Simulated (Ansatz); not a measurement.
Consider SiS2 (space group Ibam, No. 72; a = 5.8031 Å, b = 9.8918 Å, c = 5.5455 Å; made of chains).

All numbers come from Ansatz (a quantum-chemistry and plane-wave program), r2SCAN, PAW, cutoff 500 eV, spin-orbit coupling left out.

One change was made to it. Results:

```json
[
 {"quantity": "shortest interatomic distance", "base": "2.134 Å", "after": "2.122 Å"},
 {"quantity": "density", "base": "1.92 g/cm³", "after": "2.34 g/cm³"}
]
```

### Question
Name the change that was made.
A) pressure 0.3 GPa
B) pressure 3 GPa
C) pressure 7.5 GPa

### Answer
B, pressure 3 GPa. For comparison, the shortest interatomic distance in the other runs: pressure 7.5 GPa gives 2.109 Å; pressure 0.3 GPa gives 2.133 Å.

Load acts through the strain it causes; cell and atoms are relaxed under it. Stability against distortions was not tested. Competing high-pressure phases were not computed. No dispersion term is included, though the crystal is made of layers, chains or molecules, so its spacings can come out too wide.
